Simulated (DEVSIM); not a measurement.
System: Co/HfO2/p-Si capacitor, at 400 K.

| layer (left to right) | material | thickness (nm) | Na (cm⁻³) |
|---|---|---|---|
| 1 | HfO2 | 17.0 | - |
| 2 | Si | 5200 | 1.2e16 |

Metal gate on the left, work function 5 eV. Fixed charge at the semiconductor interface -6e11 cm⁻² (in units of +e); no interface traps.

This is a model device: material constants are rounded textbook-type values typed into the input, and sizes, dopings and lifetimes were drawn at random. Values at 300 K; Nc and Nv go as T^1.5, mobilities as T to minus their exponent, the gap by Varshni's rule with the affinity fixed.

| parameter | HfO2 | Si |
|---|---|---|
| gap (eV) | 5.7 | 1.124 |
| affinity (eV) | 2.5 | 4.05 |
| permittivity | 22 | 11.7 |
| Nc (cm⁻³) | - | 2.86e19 |
| Nv (cm⁻³) | - | 3.1e19 |
| Varshni α (eV/K) | - | 0.000473 |
| Varshni β (K) | - | 636 |

Model (solved in DEVSIM): 1D Poisson equation in equilibrium, Boltzmann statistics, complete ionisation; no quantum confinement or tunnelling. Metal contacts follow the ideal Schottky-Mott rule: no Fermi-level pinning, no interface dipoles.

The gate work function was swept, all else fixed.

```
gate work function (eV)  threshold voltage (band bending 2φF) (V)  flat-band voltage (V)
-----------------------  ----------------------------------------  ---------------------
4.7                                                          0.49                  -0.08
4.85                                                         0.64                   0.07
5                                                            0.79                   0.22
5.15                                                         0.94                   0.37
5.3                                                          1.09                   0.52
```

From the first row to the last the threshold voltage (band bending 2φF) goes from 0.49 to 1.09. From the first row to the last the flat-band voltage goes from -0.08 to 0.52.
